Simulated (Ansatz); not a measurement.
# N on the 1x1 (10-10) surface of wurtzite ZnO (cut with top plane O + Zn), one in a 2x1 cell, started at the site 'top O'

Host crystal: wurtzite ZnO, with a band gap (PBE, scalar-relativistic without spin-orbit coupling).

Computed with r2SCAN, at the PBE geometry and the start's symmetry (plane waves to 500 eV, PAW; Ansatz, an electronic-structure program).

Set-up: 33 atoms, 9.4 Å thick at the start under the adsorbate (thin: gaps and levels are the slab's own); mesh 3x4x1; 0.01 eV smearing; dipole correction on; single point; on the structure that PBE left under its start's symmetry; spin-polarised, ending with about 1.2 μB a cell, a value that depends on the mesh; orders that need a larger cell were not tried, no spin-orbit, no U, no dispersion correction. The slab shows no gap over 0.04 eV on its mesh. The program's check for a lower electronic state was not made. At the end it is bonded to O + Zn. In PBE it is, or lies within 0.03 eV of, the lowest of the starts that converged; the order may differ at this level.

```
Property                                                                                                                                                                   Value
---------------------------------------------------------------------------------------------------------------  ---------------------------------------------------------------
energy of the end state, in which the adsorbate paired with a surface O atom, against ½ N2(g) at the same level                                                          3.63 eV
work function of the top face                                                                                                                                            5.13 eV
change of the step from the bottom to the top vacuum level, against the clean slab                                                                                       0.45 eV
height of the binding atom over the mean of the host atoms within 0.3 Å of the top one                                                                                   1.049 Å
note                                                                                                             in the relaxation the adsorbate left its starting site by 0.5 Å
cost                                                                                                                                       about 6 core-minutes (a rough figure)
```

A negative adsorption energy means that the adsorbate is more stable on the surface than in its reference.
